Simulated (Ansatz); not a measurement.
For stishovite (SiO2), LDA (PAW; Ansatz, a quantum-chemistry and plane-wave program) gives:

| Property | Value |
|---|---|
| lattice parameter a | 4.155 Å |
| c axis length | 2.662 Å |
| cohesive energy | 7.43 eV/atom |
| band gap at the measured cell (atoms relaxed with PBEsol) | 5.60 eV |
| elastic constant C11 | 451 GPa |
| elastic constant C44 | 253 GPa |
| Voigt–Reuss–Hill shear modulus | 221 GPa |
| enthalpy of formation | -3.118 eV/atom |

Task: What does HSE06 in Ansatz (PAW) give for the same quantities?

Result: 
- lattice constant a: 4.180 Å (rises by 0.6 %)
- lattice parameter c: 2.662 Å (hardly moves)
- cohesive energy: 6.10 eV/atom (shrinks by 1.33 eV/atom)
- band gap at the measured cell (atoms relaxed with PBEsol): 7.73 eV (grows by 2.13 eV)
- elastic constant C11: 455 GPa (increases by 0.9 %)
- elastic constant C44: 257 GPa (increases by 1.6 %)
- Voigt–Reuss–Hill shear modulus: 228 GPa (rises by 3.2 %)
- formation enthalpy: -2.756 eV/atom (moves by +0.362 eV/atom)

For comparison: lattice constant a 4.179 Å (measured, room temperature, not corrected to a static lattice; as tabulated in Hiroi (2015), arXiv:1503.02262); lattice parameter c 2.665 Å (measured, room temperature, no zero-point or thermal correction; as tabulated in Hiroi (2015), arXiv:1503.02262); elastic constant C11 462 GPa (measured, temperature not stated, no zero-point or thermal correction; as tabulated in Lakshtanov, Sinogeikin, Hellwig, Katsura, Bass et al., AGU Fall Meeting 2007 …); elastic constant C44 258 GPa (measured, temperature not stated, not corrected to a static lattice; as tabulated in Lakshtanov, Sinogeikin, Hellwig, Katsura, Bass et al., AGU Fall Meeting 2007 …); formation enthalpy -3.029 eV/atom (measured, 298 K, copied from a table, unchecked, not corrected to a static lattice; as tabulated in Holland et al. (2018), doi:10.1093/petrology/egy048).

Changes are worked out from the printed values.

Unless a cell is named, each level is at its own relaxed cell (LDA 7.66, HSE06 7.75 Å³/atom).

Density-functional gaps are differences of (generalised) Kohn–Sham levels.

Ansatz's density-functional and Hartree–Fock values are scalar-relativistic unless marked +SOC, with PAW data made under PBE.
